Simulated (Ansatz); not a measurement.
## RbBr, response to strain

Take RbBr in the rock salt structure (space group Fm-3m, No. 225; a = 6.843 Å) as the base.

Strains are applied to the cell and any free atomic positions relax.

The values are results of DFT with PBEsol, PAW potentials and a 420 eV plane-wave cutoff in Ansatz (an electronic-structure program), no SOC, not measurements.

Candidates:
(a) isotropic strain +1.00 %
(b) isotropic strain +2.50 %
(c) isotropic strain −3.00 %
(d) isotropic strain −2.00 %

For the base:

- Band gap: 4.22 eV

### Question
Order them by band gap, lowest first.

### Answer
(b) isotropic strain +2.50 % (4.06 eV), (a) isotropic strain +1.00 % (4.16 eV), (d) isotropic strain −2.00 % (4.37 eV), (c) isotropic strain −3.00 % (4.45 eV)

Stability against distortions was not tested.
